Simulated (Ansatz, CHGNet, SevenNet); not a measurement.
Y3Ge (model structure, started from the A15 type, Pm-3n, No. 223, 8 atoms in the cell): lattice constant a by level of theory

No measured value is used here.

```tsv
level (code)	value (Å)
CHGNet 0.3.0	5.943
CHGNet-r²SCAN	5.926
SevenNet-l3i5	5.962
PBEsol (Ansatz)	5.869
r²SCAN (Ansatz)	5.970
```

The crystal itself was run without spin with PBEsol, r²SCAN; a magnetic state was not tried in these runs. Cutoffs differ between the levels. Ansatz's density-functional and Hartree–Fock values are scalar-relativistic unless marked +SOC, with PAW data made under PBE.

Machine-learned potentials (CHGNet 0.3.0, CHGNet-r²SCAN, SevenNet-l3i5) are trained on DFT data: a solid inside that data is no test of them.

A model structure was made by putting elements into a prototype or built by hand; it is no filed structure, need not be a known phase, and can be a saddle point held by its symmetry.

Ansatz is a first-principles code.
